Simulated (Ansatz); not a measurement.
**WB (model structure, started from the WC type, P-6m2, No. 187, 2 atoms in the cell): bulk modulus B0 by level of theory**

No measured value is used here.

```
level (code)     value (GPa)  cell (Å³/atom)
---------------  -----------  --------------
LDA (Ansatz)             315           11.07
PBEsol (Ansatz)          304           11.27
r²SCAN (Ansatz)          300           11.42
```

Density-functional levels without +SOC have no spin–orbit coupling. LDA, PBEsol, r²SCAN: the run has no spin polarisation, so it can have missed a magnetic state. LDA, PBEsol, r²SCAN: the bulk modulus is −V dP/dV from two relaxed cells at ±2 % in volume. Each level is taken at its own relaxed cell. Cutoffs differ between the levels. Ansatz's density-functional and Hartree–Fock values are scalar-relativistic unless marked +SOC, with PAW data made under PBE.

A model structure was made by putting elements into a prototype or built by hand; it is no filed structure, need not be a known phase, and can be a saddle point held by its symmetry.

Ansatz is a first-principles code.
